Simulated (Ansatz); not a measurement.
Consider NaI in the rock salt structure (space group Fm-3m, No. 225; a = 6.402 Å). Axes: x, y, z lie along the cube axes.

Method: PBEsol (Ansatz, an electronic-structure program; PAW; 420 eV plane waves; no SOC).

Before the change:

| Property | Value |
|---|---|
| Valley order | Γ 3.60 eV; X along ⟨100⟩ 4.47 eV; L along ⟨111⟩ 4.96 eV |
| Shortest interatomic distance | 3.201 Å |

Perturbation: biaxial strain +1.00 %, plane normal [001], relaxed out of plane (Cartesian); in-plane vectors clamped, the third vector and the atoms free.

Q: How does this affect the valley order?

A: The valley order (the lowest conduction-band minima on the path, energy above the VBM, named in the base's zone) goes from Γ 3.60 eV; X along ⟨100⟩ 4.47 eV; L along ⟨111⟩ 4.96 eV to Γ 3.55 eV; X along [001] 4.45 eV; X along [100] 4.46 eV; L along [1-1-1] 4.95 eV.

Q: Estimate the effect on the energy relative to the base.

A: The energy grows by 0.8 meV/atom.

Q: What happens to the shortest interatomic distance?

A: The shortest interatomic distance drops by 0.013 Å, from 3.201 Å to 3.188 Å.

With I present, leaving out spin-orbit coupling can change the band edges. The levels and masses belong to the bands next to the band gap. Stability against distortions was not tested.
